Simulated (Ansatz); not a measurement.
Consider GaN in the wurtzite structure (space group P6_3mc, No. 186; a = 3.183 Å, c = 5.184 Å).

Method: r2SCAN (Ansatz, an electronic-structure program, PAW, no spin-orbit coupling), earlier PAW set.

Before the change:

| Item | Result |
|---|---|
| Electron mass | 0.17 mₑ along c, 0.19 mₑ across (at Γ) |

Perturbation: every lattice vector is stretched by 0.86 %, atoms relaxed at fixed cell.

Problem. Estimate the effect on the energy relative to the base, mean gap deformation potential ΔEg/Δln V and electron mass.

Solution. The energy goes up by 4.5 meV/atom; the mean gap deformation potential ΔEg/Δln V is -7.0 eV; the electron mass goes from 0.17 mₑ along c, 0.19 mₑ across (at Γ) to 0.16 mₑ along c, 0.18 mₑ across (at Γ).

The cells carry an imposed strain or load. Effective masses come from finite differences of ±0.01 Å⁻¹. Whether these cells are dynamically stable was not tested.
